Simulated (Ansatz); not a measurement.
**VS in the zinc blende structure (space group F-43m, No. 216; ferromagnetic; a hypothetical phase, not in the database extracts checked)**

```
CELL_PARAMETERS angstrom
      0.00000     2.68199     2.68199
      2.68199     0.00000     2.68199
      2.68199     2.68199     0.00000
ATOMIC_POSITIONS crystal
  S  0.75000 0.75000 0.75000
  V  0.00000 0.00000 0.00000
```

Calculations: PBE in Ansatz (plane waves to 420 eV, PAW, no spin-orbit coupling). k-mesh 15×15×15 (Γ-centred); smearing 0.05 eV (Fermi–Dirac).

```json
{
  "volume_per_atom": "19.29 Å³",
  "density": "3.57 g/cm³",
  "band_gap": "zero",
  "magnetic_state": "ferromagnetic",
  "total_energy": "-1907.845 eV/atom (σ→0; compares only within this code and set-up)"
}
```

The magnetic state is the one reached from the starting moments; the real material's order can differ, and small cells can't hold many antiferromagnetic ones. Whether these cells are dynamically stable was not tested.

Ansatz is a quantum-chemistry and plane-wave program.
